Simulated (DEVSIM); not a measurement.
Device: illuminated Si p-on-n cell, one wavelength, with a back-surface field, at 300 K.

| layer (left to right) | material | thickness (μm) | Nd (cm⁻³) | Na (cm⁻³) | τn (s) | τp (s) | absorption coefficient (cm⁻¹) |
|---|---|---|---|---|---|---|---|
| 1 | Si | 0.170 | - | 1.7e18 | 2.5e-8 | 6.6e-8 | 580 |
| 2 | Si | 73.0 | 1.2e15 | - | 3e-7 | 3e-7 | 580 |
| 3 | Si | 0.150 | 9e18 | - | 3e-7 | 3e-7 | 580 |

Left contact: ohmic, minority electron recombination velocity 100 cm/s. Right contact: ohmic, minority hole recombination velocity 10 cm/s. Voltage is applied to the left contact. Recombination: SRH at mid-gap, radiative, Auger. Light enters at the left, 2e18 photons cm⁻² s⁻¹, one pass, no reflection. Mobility is constant in doping.

The device is made up for the run: typed textbook-type constants, with dimensions and the other settings drawn at random. Values at 300 K.

```tsv
parameter	Si
gap (eV)	1.124
affinity (eV)	4.05
permittivity	11.7
Nc (cm⁻³)	2.86e19
Nv (cm⁻³)	3.1e19
μn (cm²/Vs)	1417
μp (cm²/Vs)	470
B (cm³/s)	4.7e-15
Cn (cm⁶/s)	2.8e-31
Cp (cm⁶/s)	9.9e-32
```

DEVSIM, 1D drift-diffusion, Boltzmann statistics, complete ionisation; no tunnelling, impact ionisation, image-force lowering or self-heating.

**Question.** Give the current under light (generator sign).

**Answer.** 
```tsv
V (V)	J (mA/cm²)
0.00	181
0.08	181
0.16	180
0.24	180
0.32	179
0.40	178
0.42	177
0.44	175
0.46	171
0.48	164
0.50	149
0.52	120
0.54	63.4
0.56	-36.3
```
